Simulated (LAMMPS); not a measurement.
Ta (bcc) at 4280 K and zero pressure, started from the melt, with several potentials, in cells of their own sizes.

Potentials compared:
- EAM-type CuTa.eam.alloy: classical MD, pair style eam/alloy, file CuTa.eam.alloy (LAMMPS); X. W. Zhou, R. A. Johnson,  H. N. G. Wadley, Phys. Rev. B, 69, 144113 (2004)
- MEAM library.meam-Ta: classical MD, pair style meam, file library.meam (library.meam-Ta) (LAMMPS); Baskes, Phys Rev B, 46, 2727-2742 (1992)
- SNAP Ta06A.snap: MD with a machine-learned potential, pair style snap, file Ta06A.snap (LAMMPS); Thompson, Swiler, Trott, Foiles and Tucker, arxiv.org, 1409.3880 (2014)

```
potential                 state                  volume  first peak of g(r)       coordination number  self-diffusion coefficient of Ta (not corrected for cell size)  mean phonon frequency  rough cost (ms per atom and simulated ps)
-----------------------  ------  ----------------------  ------------------  ------------------------  --------------------------------------------------------------  ---------------------  -----------------------------------------
EAM-type CuTa.eam.alloy  liquid  20.129 ± 0.003 Å³/atom  2.83 Å, height 2.1  13.2 (counted to 4.02 Å)                                     (6.69 ± 0.08) × 10^-5 cm²/s                3.0 THz                                     1 to 3
MEAM library.meam-Ta     liquid    23.05 ± 0.03 Å³/atom  2.73 Å, height 2.0  7.15 (counted to 3.46 Å)                                       (7.6 ± 0.2) × 10^-5 cm²/s                3.4 THz                                     1 to 3
SNAP Ta06A.snap          liquid    20.04 ± 0.02 Å³/atom  2.79 Å, height 2.2  13.1 (counted to 4.02 Å)                                       (6.8 ± 0.5) × 10^-5 cm²/s                3.1 THz                                 100 to 300
```

Costs are rough: whole-run CPU time with set-up and analysis, from shared machines, in bands a factor of about three wide.

Caution: the potential MEAM library.meam-Ta is a first-neighbour MEAM set with a 4 Å cutoff, used here without a parameter file and away from the static properties it was fitted to.

Caution (rows MEAM library.meam-Ta; SNAP Ta06A.snap): a run this short can hold a crystal over, or a liquid under, the potential's own melting point, which these runs don't give.

States go by the mean squared displacement: a species diffuses where it passes 1.5 Å², still rises and gives D over 1e-6 cm²/s; a crystal has left its structure where atoms lie 0.35 Å off their sites on average or a cubic box changes its shape by 3 %, or the axial ratios of another lie 8 % off the starting cell's, which the potential's own relaxation can also do.

Errors of D are the spread over four groups of atoms in one short run; a floor of about 5 %, a picked value, is safer.

Uncertainties are statistical and leave out the potential's own error.
